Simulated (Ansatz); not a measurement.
Take GaSb in the zinc blende structure (space group F-43m, No. 216; a = 6.214 Å) as the base.

(Cell as relaxed with PBE.)

Levels (all Ansatz, a quantum-chemistry and plane-wave program, PAW, earlier PAW set): PBE (420 eV, no spin-orbit coupling); r2SCAN (500 eV, scalar-relativistic without spin-orbit coupling).

Each level relaxes its own structure.

| base | PBE | r2SCAN |
|---|---|---|
| volume per atom | 29.99 Å³ | 28.84 Å³ |
| lattice parameter a | 6.214 Å | 6.134 Å |
| band gap | zero | 0.41 eV |

The change: every Ga is replaced by In; the structure is relaxed again.

| quantity | PBE | r2SCAN |
|---|---|---|
| volume per atom | 36.51 Å³ | [?] |
| band gap | zero | [?] |

Question: Predict the r2SCAN column.

Answer: 
- volume per atom, r2SCAN: 35.25 Å³
- band gap, r2SCAN: zero

PBE's volume per atom lies 1.26 Å³ above r2SCAN's (3.6 %); the two agree on the band gap. Neither level is exact; r2SCAN is the comparison here, not a measurement.

With Sb present, leaving out spin-orbit coupling can change the band edges. Whether these cells are dynamically stable was not tested. The final runs are not spin-polarised. Gaps under 0.05 eV, about the width of the smearing, are given as zero. A zero or small gap of InSb and GaSb can be the functional's error rather than a property of the material.
